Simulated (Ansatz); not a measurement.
# Zr: response to strain

The reference is Zr in the hcp (Mg type) structure (space group P6_3/mmc, No. 194; relaxed with 0.1 eV smearing).

```cif
data_Zr2
_chemical_formula_sum 'Zr2'
_space_group_name_H-M_alt 'P63/mmc'
_space_group_IT_number 194
_space_group_name_Hall '-P 6c 2c'
_cell_length_a 3.23041
_cell_length_b 3.23041
_cell_length_c 5.17879
_cell_angle_alpha 90.000
_cell_angle_beta 90.000
_cell_angle_gamma 120.000
loop_
_atom_site_label
_atom_site_type_symbol
_atom_site_symmetry_multiplicity
_atom_site_Wyckoff_symbol
_atom_site_fract_x
_atom_site_fract_y
_atom_site_fract_z
_atom_site_occupancy
Zr1 Zr 2 c 0.33333 0.66667 0.25000 1
```

Strains are applied to the cell and any free atomic positions relax.

Level of theory: PBE (Ansatz, a first-principles code; PAW; 420 eV plane waves; no SOC).

Notes on the quantities. pressure: mean of the normal stresses, compression positive.

```json
[
 {"change": "base", "pressure": "0.0 GPa", "shortest interatomic distance": "3.191 Å"},
 {"change": "isotropic strain −3.00 %", "pressure": "9.9 GPa", "shortest interatomic distance": "3.095 Å"},
 {"change": "isotropic strain −2.50 %", "pressure": "?", "shortest interatomic distance": "3.111 Å"},
 {"change": "isotropic strain −1.00 %", "pressure": "3.0 GPa", "shortest interatomic distance": "3.159 Å"},
 {"change": "isotropic strain −0.50 %", "pressure": "1.4 GPa", "shortest interatomic distance": "3.175 Å"},
 {"change": "isotropic strain +0.50 %", "pressure": "-1.4 GPa", "shortest interatomic distance": "3.207 Å"},
 {"change": "isotropic strain +1.50 %", "pressure": "-3.9 GPa", "shortest interatomic distance": "3.239 Å"},
 {"change": "isotropic strain +2.00 %", "pressure": "-5.0 GPa", "shortest interatomic distance": "3.255 Å"},
 {"change": "isotropic strain +2.50 %", "pressure": "-6.1 GPa", "shortest interatomic distance": "3.271 Å"},
 {"change": "isotropic strain +3.00 %", "pressure": "-7.1 GPa", "shortest interatomic distance": "3.287 Å"}
]
```

Problem. Fill in the withheld entries from the trend.

Solution. 
- isotropic strain −2.50 %, pressure: 8.0 GPa

Stability against distortions was not tested. The final runs are not spin-polarised.
